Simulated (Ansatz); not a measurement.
Given:

End structure of a constructed model of the (0001) surface of hcp Zr, a pseudomorphic layer of Ga in the host's stacking (bottom of the slab: a bare face, its two planes held):

```
CELL_PARAMETERS angstrom
      3.23249     0.00000     0.00000
     -1.61625     2.79942     0.00000
      0.00000     0.00000    31.50000
ATOMIC_POSITIONS crystal
  Zr 0.66667 0.33333 0.25575
  Zr 0.33333 0.66667 0.33781
  Zr 0.66667 0.33333 0.42061
  Zr 0.33333 0.66667 0.50294
  Zr 0.66667 0.33333 0.58570
  Zr 0.33333 0.66667 0.66613
  Ga 0.66667 0.33333 0.73970
```

Model: 7-atom slab, 15.4 Å thick at the start, 13x13x1 mesh, Fermi-Dirac 0.1 eV, dipole correction, single point; on the structure that PBE left under its start's symmetry; no spin, no spin-orbit, no U. It is one candidate, not shown to be the stable structure of the face.

**Question.** Give the work function of the top face at the level r2SCAN, at the PBE geometry run with Ansatz (an electronic-structure program).

**Answer.** 4.72 eV
